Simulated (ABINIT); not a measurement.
Equation of state of antifluorite Mg2Ge (space group 225): energy against volume (ABINIT, LDA)

```
Mg2Ge
1.0
    0.00000     3.07074     3.07074
    3.07074     0.00000     3.07074
    3.07074     3.07074     0.00000
Mg Ge
2 1
Direct
  0.25000   0.25000   0.25000
  0.75000   0.75000   0.75000
  0.00000   0.00000   0.00000
```

Computed with LDA (PW92), norm-conserving pseudopotentials (PseudoDojo nc-sr-04 LDA standard) (plane waves; ABINIT). Settings: pseudos = [Mg.upf, Ge.upf]; ecut = 110 Ry; occopt = 3; tsmear = 0.01 eV; ngkpt = 9 9 9; nshiftk = 1; shiftk = 0 0 0; potentials = PseudoDojo nc-sr-04 LDA standard; nband = 23; kptopt = 1; nstep = 100; tolvrs = 1e-10. The cell above is the first row's. The rows scale it uniformly. In all rows fractional positions and the k mesh are held. E is the free energy at the stated smearing, counted from the lowest row.

| V (Å^3/atom) | E (meV/atom) |
|---|---|
| 19.304 | ? |
| 19.723 | 9.10 |
| 20.143 | 2.82 |
| 20.562 | 0.00 |
| 20.982 | 0.29 |
| 21.402 | 3.38 |
| 21.821 | 9.00 |
| 22.241 | 16.89 |
| 22.661 | 26.83 |

Taking the third-order Birch-Murnaghan form, a cubic in V^(-2/3) for E over the 8 complete rows: With u = V^(-2/3) - 0.131, the rows have u = 0.005989, 0.004078, 0.002236, 0.000452, -0.001273, -0.002939, -0.004556, -0.006124. Least squares gives E = 0.835 - 1414.4·u + 464467·u² + 363363·u³. Residuals (row less fit): -0.002, 0.004, 0.001, -0.001, -0.007, 0.005, 0.004, -0.002; standard error 0.006 (degrees of freedom: 4). Its minimum lies at u = 0.001520, so V0 = (0.132520)^(-3/2) = 20.73. There d²E/du² = 932200 and d³E/du³ = 2180000, so B0 = (4/9) × 20.73^(-7/3) × 932200 × 0.160218 = 56.2 GPa (the last factor turns the table's units into GPa), and B0' = 4 + (2/3) × 0.132520 × (2180000)/932200 = 4.2. The program's pressures in the fitted runs (not shown) pass through zero at V = 20.73, 0.00 % from this V0.

Task: What does the fit predict for E at V = 19.304, and how far is the calculated value from it?

Result: u = 0.007964, so E = 0.835 - 1414.4 × 0.007964 + 464467 × 0.007964² + 363363 × 0.007964³ = 19.213 meV/atom. The calculation gives 19.21 meV/atom, which the fit meets to the printed digits. The row lies outside the fitted rows, so this is an extrapolation. From the scatter of the fitted rows alone, a prediction at this place has a standard error of 0.017 meV/atom, so the miss is 0.2 times that.

Carrying the step between the two nearest rows on in a straight line would have given 15.37, off by 3.84; series whose last step already gives the withheld value aren't shown. The scan was laid around a cell of about the measured size, scaled by a guess for this functional. The runs keep the symmetry of the cell, so they don't test it for distortions. Cutoffs and mesh are single choices, not tested for convergence of this quantity. Series with a scatter that would blur these digits, or in which a gap closes, are not shown. Nor are scans whose minimum lies at an end fitted in this form.
